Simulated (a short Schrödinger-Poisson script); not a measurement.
Structure: gated In0.52Al0.48As/In0.53Ga0.47As modulation-doped gas in a quantum well, at 77 K.

| layer | material | thickness (nm) | Nd (cm⁻³) | Na (cm⁻³) |
|---|---|---|---|---|
| 1 | In0.52Al0.48As | 10 | - | - |
| 2 | In0.52Al0.48As | 10 | 6.3e17 | - |
| 3 | In0.52Al0.48As | 5 | - | - |
| 4 | In0.53Ga0.47As | 15 | - | - |
| 5 | In0.52Al0.48As | 4000 | - | 1e14 |

The device is made up for the run: typed textbook-type constants, with dimensions and the other settings drawn at random. In0.52Al0.48As: permittivity 12.5, conduction-band edge (eV) 0.52, gap (eV) 1.45, electron mass (mₑ) 0.075, Nv at 300 K (cm⁻³) 1.1e19. In0.53Ga0.47As: permittivity 13.9, conduction-band edge (eV) 0, gap (eV) 0.74, Nv at 300 K (cm⁻³) 7.7e18.

Channel valleys (confinement mass, in-plane density-of-states mass, number): Γ 0.041, 0.041, 1. At the gate the conduction-band edge of layer 1 lies 0.65 eV − eVg above the Fermi level of the channel; the field vanishes at the back. Donor level 0.02 eV below the band edge. The barrier under the gate holds no holes. Gaps are held at their typed values at every temperature. Mesh 0.08 nm at interfaces.

Solved with a short Schrödinger-Poisson script written for these runs: 1D Poisson equation in equilibrium, electrons quantum, Hartree (BenDaniel-Duke, 40 states a valley, the channel's in-plane mass for all, wave functions free to enter the barrier), parabolic valleys, classical holes, donors ionised by Fermi statistics, acceptors fully, no traps, pinning or gate leakage.

The same stack at other levels of the model or other numerical settings:

```
run                                                                  sheet density of all electrons at Vg = 0.4 V (cm⁻²)  capacitance at Vg = 0.4 V (μF/cm²)  centroid of the channel electrons at Vg = 0.4 V (nm)  gate voltage at 1e11 electrons/cm² (V)  rough cost against the base
-------------------------------------------------------------------  ---------------------------------------------------  ----------------------------------  ----------------------------------------------------  --------------------------------------  ---------------------------
base                                                                                                             7.59e11                               0.341                                                  6.26                                    0.09                      about 1
electrons treated as classical, Boltzmann                                                                            [?]                               0.427                                                  2.16                                     [?]                         0.03
electrons treated as classical, Fermi-Dirac                                                                      8.07e11                               0.349                                                  5.56                                    0.07                          0.1
electrons treated as quantum, Hartree plus LDA exchange-correlation                                              7.81e11                               0.345                                                  6.20                                     [?]                      about 1
mesh six times as coarse                                                                                         7.58e11                               0.341                                                  6.25                                    0.09                          0.3
one subband a valley                                                                                             7.59e11                               0.341                                                  6.26                                    0.09                          0.3
```

Task: What belongs in the gaps?

Result: 
- electrons treated as quantum, Hartree plus LDA exchange-correlation, gate voltage at 1e11 electrons/cm² (V): 0.08
- electrons treated as classical, Boltzmann, gate voltage at 1e11 electrons/cm² (V): 0.06
- electrons treated as classical, Boltzmann, sheet density of all electrons at Vg = 0.4 V (cm⁻²): 9.79e11

The classical rows ignore confinement, and Boltzmann statistics overrate the density once the band edge passes the Fermi level.
